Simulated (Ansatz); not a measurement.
**Element substitutions in Mo**

Start from Mo in the bcc (W type) structure (space group Im-3m, No. 229; a = 3.1506 Å).

Each row replaces one element on all its sites; cell and atoms are relaxed.

Level of theory: r2SCAN/PAW in Ansatz (a quantum-chemistry and plane-wave program), no spin-orbit coupling.

Candidates:
(a) Mo → Nb
(b) Mo → Cr
(c) Mo → Sb

For the base:

| Property | Result |
|---|---|
| Volume per atom | 15.64 Å³ |

Problem. Order them by volume per atom, lowest first.

Solution. (b) Mo → Cr (11.32 Å³), (a) Mo → Nb (18.01 Å³), (c) Mo → Sb (26.96 Å³)

No phonon test of stability was made. For Sb in this form, whether it has been made was not checked. Seeded moments were not kept for Mo → Cr. All final runs are without spin polarisation. Real Cr is antiferromagnetic at low temperature and ambient pressure, an order that this cell doesn't hold. This is not the structure that Sb has at room temperature and ambient pressure.
